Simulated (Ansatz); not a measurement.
# What pressure 4.2 GPa does to Ni

Start from Ni in the fcc (Cu type) structure (space group Fm-3m, No. 225; a = 3.518 Å; ferromagnetic).

The change: cell and atoms relaxed at a pressure of 4.2 GPa.

Calculations: PBE (Ansatz, a quantum-chemistry and plane-wave program, PAW, spin-orbit coupling left out). Γ-centred 23×23×23 mesh, Fermi–Dirac width 0.05 eV.

```csv
quantity,base,changed,shift
volume per atom,10.89 Å³,10.67 Å³,-0.22 Å³
density,8.95 g/cm³,9.13 g/cm³,+0.18 g/cm³
lattice parameter a,3.518 Å,3.495 Å,-0.0236 Å
shortest interatomic distance,2.488 Å,2.471 Å,-0.017 Å
enthalpy H = E + PV relative to the base's energy,–,+0.28 eV/atom,–
band gap,zero,zero,–
magnetic state,ferromagnetic,ferromagnetic,–
largest site moment,0.67 μB,0.66 μB,-0.01 μB
```

Final structure:

```
Ni
1.0
    0.00000     1.74741     1.74741
    1.74741     0.00000     1.74741
    1.74741     1.74741     0.00000
Ni
1
Cartesian
  0.00000   0.00000   0.00000
```

The magnetic state is the one reached from the starting moments; the real material's order can differ, and small cells can't hold many antiferromagnetic ones. Load acts through the strain it causes; cell and atoms are relaxed under it. Whether these cells are dynamically stable was not tested.
